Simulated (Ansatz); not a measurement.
**What x(Cd) = 0.25, 8 atoms, Pmm2 does to ZnSe**

Start from ZnSe in the zinc blende structure (space group F-43m, No. 216; a = 5.634 Å).

The other end (x = 1) is CdSe in the zinc blende structure (space group F-43m, No. 216): 28.12 Å³/atom, gap 0.48 eV.

Now apply this change: Cd replaces 25.0 % of the Zn, ordered in a cell of 8 atoms (starting symmetry Pmm2) and fully relaxed.

Calculations: PBEsol (Ansatz, an electronic-structure program, PAW, spin-orbit coupling left out). Γ-centred 8×4×6 mesh, Fermi–Dirac width 0.05 eV, for the changed cell.

The volume per atom grows by 1.32 Å³ to 23.67 Å³ and the density increases by 0.113 g/cm³ (5.36 g/cm³ → 5.48 g/cm³). The shortest interatomic distance falls by 0.0036 Å, from 2.439 Å to 2.436 Å and the band gap drops by 0.30 eV (1.24 eV → 0.94 eV). The gap character (in this cell's own zone, which can be folded) remains direct at Γ and the electron mass changes from 0.091 mₑ (at Γ) to 0.079 mₑ along a, 0.078 mₑ along b, 0.083 mₑ along c (at Γ). The valence-band top at Γ (three highest levels, from the VBM) becomes 0.00, -0.03, -0.09 eV (base: 0.00, 0.00, 0.00 eV) and the mixing energy comes out as +9 meV/atom. The deviation of the volume from the linear (Vegard-type) interpolation is -0.5 % and the bowing parameter b of this ordering, from Eg = [1−x] Eg[0] + x Eg[1] − b x [1−x], comes out as 0.6 eV. The mean first-shell distances comes out as Zn–Se 2.449 Å (end compound 2.439 Å), Cd–Se 2.610 Å (end compound 2.634 Å).

Final structure:

```xyz
8
Lattice="4.0473 0.0000 0.0000 0.0000 8.1324 0.0000 0.0000 0.0000 5.7530" Properties=species:S:1:pos:R:3 pbc="T T T"
Se     2.0237     5.9855     4.3785
Se     0.0000     4.0662     1.4859
Se     2.0237     2.1468     4.3785
Se     0.0000     0.0000     1.2438
Zn     0.0000     6.0247     0.0028
Zn     2.0237     4.0662     2.8787
Zn     0.0000     2.1077     0.0028
Cd     2.0237     0.0000     2.8881
```

Each cell is one ordered arrangement of few atoms, which overstates ordering effects compared with a random alloy. Masses are band curvatures over ±0.01 Å⁻¹ around the edge. No phonon test of stability was made. Labels are those of the standard path for the cell's own space group.
